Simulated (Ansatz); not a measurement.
# Antifluorite Be2C

The numbers are results of HISS (PAW; Ansatz, a program for electronic structure), not measurements.

Run with plane-wave cutoff 460 eV, 10×10×10 k mesh, Fermi–Dirac smearing 0.01 eV, scalar-relativistic PAW data made under PBE.

Cell (measured lattice):

Space group Fm-3m (No. 225); a = 4.3400 Å, b = 4.3400 Å, c = 4.3400 Å, α = 90.00°, β = 90.00°, γ = 90.00°

```
atom  site  symmetry       x       y       z
----  ----  --------  ------  ------  ------
Be      8c      -43m  0.2500  0.2500  0.2500
C       4a      m-3m  0.0000  0.0000  0.0000
```
(The calculation used a cell of 3 atoms; values per cell refer to that cell.)

* **band gap**: 2.33 eV (on the SCF k mesh) (indirect)
* **smallest direct gap on the k points sampled**: 5.66 eV

Note: cell and atoms aren't relaxed at this level (pressure -7.0 GPa).

Static lattice: no zero-point or thermal effects.
